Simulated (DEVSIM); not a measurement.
**abrupt Si p-n junction**

System: abrupt Si p-n junction, at 250 K.

| layer (left to right) | material | thickness (μm) | Nd (cm⁻³) | Na (cm⁻³) | τn (s) | τp (s) |
|---|---|---|---|---|---|---|
| 1 | Si | 0.390 | - | 2.4e16 | 2.1e-6 | 2.1e-6 |
| 2 | Si | 270 | 4.9e14 | - | 2.1e-6 | 2.1e-6 |

Left contact: ohmic. Right contact: ohmic. Voltage is applied to the left contact. Recombination: SRH at mid-gap. Mobility is μmin + (μ − μmin)/(1 + (N/Nref)^α).

The device is made up for the run: typed textbook-type constants, with dimensions and the other settings drawn at random. Values at 300 K; Nc and Nv go as T^1.5, mobilities as T to minus their exponent, the gap by Varshni's rule with the affinity fixed.

```csv
parameter,Si
gap (eV),1.124
affinity (eV),4.05
permittivity,11.7
Nc (cm⁻³),2.86e19
Nv (cm⁻³),3.1e19
μn (cm²/Vs),1417
μp (cm²/Vs),470
"μn,min",52
"μp,min",45
"Nref,n",9.7e16
"Nref,p",2.2e17
αn,0.68
αp,0.72
T exponent of μn,2.3
T exponent of μp,2.2
Varshni α (eV/K),0.000473
Varshni β (K),636
```

Model (solved in DEVSIM): 1D drift-diffusion, Boltzmann statistics, complete ionisation; no tunnelling, impact ionisation, image-force lowering or self-heating.

```
Item                                               Result
---------------------------------------------  ----------
Potential step across the device at zero bias     0.757 V
Largest field in the device at zero bias       12000 V/cm
Dark forward voltage at 1 A/cm²                   0.798 V
```

Dark forward current:

```json
[
 {"V (V)": "0.05", "J (A/cm²)": "7.6e-11"},
 {"V (V)": "0.10", "J (A/cm²)": "3.2e-10"},
 {"V (V)": "0.15", "J (A/cm²)": "1.1e-9"},
 {"V (V)": "0.20", "J (A/cm²)": "4.3e-9"},
 {"V (V)": "0.30", "J (A/cm²)": "9.5e-8"},
 {"V (V)": "0.35", "J (A/cm²)": "6.7e-7"},
 {"V (V)": "0.40", "J (A/cm²)": "5.7e-6"},
 {"V (V)": "0.45", "J (A/cm²)": "5.5e-5"},
 {"V (V)": "0.50", "J (A/cm²)": "0.00054"},
 {"V (V)": "0.55", "J (A/cm²)": "0.0052"},
 {"V (V)": "0.60", "J (A/cm²)": "0.041"},
 {"V (V)": "0.70", "J (A/cm²)": "0.39"},
 {"V (V)": "0.75", "J (A/cm²)": "0.67"},
 {"V (V)": "0.80", "J (A/cm²)": "1.0"},
 {"V (V)": "0.85", "J (A/cm²)": "1.4"},
 {"V (V)": "0.90", "J (A/cm²)": "1.9"},
 {"V (V)": "0.95", "J (A/cm²)": "2.4"},
 {"V (V)": "1.05", "J (A/cm²)": "3.6"},
 {"V (V)": "1.10", "J (A/cm²)": "4.3"},
 {"V (V)": "1.15", "J (A/cm²)": "5.1"},
 {"V (V)": "1.20", "J (A/cm²)": "6.0"},
 {"V (V)": "1.25", "J (A/cm²)": "6.9"},
 {"V (V)": "1.30", "J (A/cm²)": "7.9"},
 {"V (V)": "1.35", "J (A/cm²)": "9.0"},
 {"V (V)": "1.45", "J (A/cm²)": "11"},
 {"V (V)": "1.50", "J (A/cm²)": "13"},
 {"V (V)": "1.55", "J (A/cm²)": "14"},
 {"V (V)": "1.60", "J (A/cm²)": "15"}
]
```

Small-signal capacitance in reverse bias (quasi-static):

```
V (V)  C (nF/cm²)
-----  ----------
-0.1         7.04
-0.25        6.46
-0.5         5.74
-0.75        5.22
-1           4.83
-1.5         4.24
-2           3.83
-2.5         3.52
-3.25        3.17
-4           2.91
-5           2.64
```
